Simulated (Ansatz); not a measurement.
## Convergence study of the k-point mesh for BiSb (R3m, 2 atoms in the cell)

```
BiSb
1.0
    2.21516     1.27893     3.95527
   -2.21516     1.27893     3.95527
    0.00000    -2.55785     3.95527
Sb Bi
1 1
Cartesian
  0.00000   0.00000   9.16327
  0.00000   0.00000   2.75240
```

Method of the run: PBEsol, default PAW files made with PBE (plane waves; Ansatz, an electronic-structure program).

Base settings: basis.ecutwfc = 420 eV; kpoints.mp_grid.grid = 7 7 7; hamiltonian.xc = pbesol; hamiltonian.pseudopotentials = {kind: paw} (the program's default PAW files); scf.occupations.method = fermi_dirac; scf.occupations.width = 0.1 eV.

The second cell is the first with its lattice scaled by 0.98.

Only quantities that move along the ladder and can be compared are tabulated.

The count of work is k-points × plane waves × bands × iterations; it is no time. Core times come from one kind of shared machine, to one figure; runs under 30 s give none.

The starting cell comes from a database of computed structures (which also holds hypothetical and non-ambient phases and stackings), without a prior relaxation at this level. Its lattice was rescaled by up to half a per cent. One atom was moved a little off its site on purpose. Ansatz's pressure includes its estimate of the finite-basis (Pulay) stress. A gap is left out here, as mesh or smearing make it unsure.

Steps (kpoints.mp_grid.grid): 2 2 2; 3 3 3; 4 4 4; 5 5 5; 6 6 6; 7 7 7; 8 8 8; 9 9 9; 10 10 10; 11 11 11; 12 12 12; 13 13 13; 14 14 14; 16 16 16; 18 18 18; 20 20 20.

Task: What is the coarsest kpoints.mp_grid.grid that holds the forces within 0.005 eV/Å of the last step, with all finer ones?

Result: 16 16 16; the step before is off by 0.009 eV/Å.

Task: What is the coarsest kpoints.mp_grid.grid that holds the energy of the compressed cell less the first within 2 meV/atom of the last step, with all finer ones?

Result: 6 6 6, at 0.035 of the last step's count of work; the step before is off by 3.1 meV/atom.

Task: What is the coarsest kpoints.mp_grid.grid that holds the free energy within 1 meV/atom of the last step, with all finer ones?

Result: 12 12 12, at 0.24 of the last step's count of work; the step before is off by 1.4 meV/atom.

```csv
kpoints.mp_grid.grid,free energy less the last step's (meV/atom),energy of the compressed cell less the first (meV/atom),pressure (GPa),largest difference of a force vector from the last step's (eV/Å),count of work / last,core time / last (rough)
2 2 2,724.55,92.81,5.43,2.286,0.0051,–
3 3 3,-75.95,17.35,-0.33,0.209,0.0066,–
4 4 4,-41.21,15.31,-0.43,0.222,0.014,–
5 5 5,-27.17,15.42,-0.40,0.099,0.021,–
6 6 6,-16.24,17.33,-0.26,0.055,0.035,–
7 7 7,-11.32,17.10,-0.27,0.001,0.048,–
8 8 8,-6.00,17.74,-0.22,0.000,0.071,–
9 9 9,-4.14,17.97,-0.20,0.013,0.11,–
10 10 10,-2.30,18.10,-0.19,0.015,0.13,–
11 11 11,-1.35,18.25,-0.18,0.016,0.19,–
12 12 12,-0.66,18.37,-0.17,0.014,0.24,–
13 13 13,-0.28,18.43,-0.16,0.012,0.30,–
14 14 14,-0.06,18.50,-0.16,0.009,0.37,0.4
16 16 16,0.09,18.55,-0.16,0.004,0.53,0.5
18 18 18,0.06,18.56,-0.15,0.001,0.74,0.8
20 20 20,0.00,18.55,-0.16,0.000,1.0,1
```

The energy difference between the two cells stays within 1 meV/atom of the last step's from 8 8 8 on, the total only from 12 12 12 on: much of the error is common to both cells and cancels.

Two neighbours can agree and both be off: 4 4 4 and 5 5 5 differ by 0.11 meV/atom in the energy of the compressed cell less the first, yet lie about 3.1 meV/atom from the last step.

Keys are those of Ansatz 0.2.
